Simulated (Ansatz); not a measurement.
Consider SiO$_{2}$ (space group P3_221, No. 154).

```
CELL_PARAMETERS angstrom
      4.94899     0.00000     0.00000
     -2.47450     4.28595     0.00000
      0.00000     0.00000     5.44148
ATOMIC_POSITIONS crystal
  Si 0.00000 0.47043 0.33333
  Si 0.52957 0.52957 0.00000
  Si 0.47043 0.00000 0.66667
  O  0.26679 0.41257 0.21435
  O  0.58743 0.85422 0.88102
  O  0.73321 0.14578 0.45231
  O  0.85422 0.58743 0.11898
  O  0.41257 0.26679 0.78565
  O  0.14578 0.73321 0.54769
```

Cartesian axes are those of the cell as printed.

Level of theory: plane-wave PAW DFT at the PBEsol level (Ansatz, an electronic-structure program, 420 eV), scalar-relativistic without spin-orbit coupling.

For the base:

* **Gap character**: indirect, K → Γ
* **Smallest direct gap**: 6.03 eV
* **Band gap**: 5.72 eV

It is then changed as follows: uniaxial strain ε_zz = −3.00 %, all other strain components held at zero; the atoms relax in the strained cell.

Q: How does this affect the gap character, smallest direct gap and band gap?

A: The gap character is still indirect, K → Γ; the smallest direct gap rises by 0.044 eV, from 6.03 eV to 6.08 eV; the band gap increases by 0.05 eV (5.72 eV → 5.77 eV).

No phonon test of stability was made.
